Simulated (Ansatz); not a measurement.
Take BeTe in the rock salt structure (space group Fm-3m, No. 225; a = 5.370 Å; a hypothetical phase, not in the database extracts checked) as the base.

The other end (x = 1) is BeSn in the rock salt structure (space group Fm-3m, No. 225; a hypothetical phase, not in the database extracts checked): 18.05 Å³/atom, gap zero; this end may not be an ambient phase.

Computed with r2SCAN (Ansatz, a first-principles code), scalar-relativistic without spin-orbit coupling.

Sn replaces a fraction x of Te; each row is one arrangement (x, atoms in the cell, starting space group or random), fully relaxed.

One change was made to it. Results:

The mixing energy comes out as +0.05 eV/atom (to 0.01 eV only: unlike meshes or grids) (against an end that may be hypothetical); the shortest interatomic distance drops by 0.067 Å, from 2.685 Å to 2.618 Å.

Problem. Which change produced these results?
A. x(Sn) = 0.5, 8 atoms, C2/m
B. x(Sn) = 0.333, 6 atoms, Immm
C. x(Sn) = 0.5, 4 atoms, P4/mmm
D. x(Sn) = 0.75, 8 atoms, Pm-3m

Solution. C, x(Sn) = 0.5, 4 atoms, P4/mmm. For comparison, the shortest interatomic distance in the other runs: x(Sn) = 0.5, 8 atoms, C2/m gives 2.537 Å; x(Sn) = 0.75, 8 atoms, Pm-3m gives 2.627 Å; x(Sn) = 0.333, 6 atoms, Immm gives 2.582 Å.

These are small ordered cells, not random alloys; other orderings at the same x differ. Whether these cells are dynamically stable was not tested. The final runs are not spin-polarised.
